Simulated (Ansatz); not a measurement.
Take W in the bcc (W type) structure (space group Im-3m, No. 229; a = 3.169 Å; relaxed with 0.1 eV smearing) as the base. Axes: x, y, z lie along the cube axes.

All numbers come from plane-wave PAW DFT at the r2SCAN level (Ansatz, an electronic-structure program, 500 eV), scalar-relativistic without spin-orbit coupling.

The change: the cell is stretched by 2.00 % along z with no lateral relaxation; the atoms relax in the strained cell.

Task: Predict the stress tensor and what it implies for the stiffness.

Result: Stress of the strained cell less that of the base (GPa, compression positive):
```
   -3.9     0.0     0.0
    0.0    -3.9     0.0
    0.0     0.0   -10.3
```

Then −Δσ_ii/ε with ε = 0.0200 gives secant stiffness values (nonlinear terms included at this strain): C33 ≈ 514 GPa, C13 ≈ 194 GPa and C23 ≈ 194 GPa.

As a check, the harmonic strain energy −½ V₀ Δσ:ε is 10 meV/atom; the computed energy rise is 10 meV/atom.

Whether these cells are dynamically stable was not tested. All final runs are without spin polarisation.
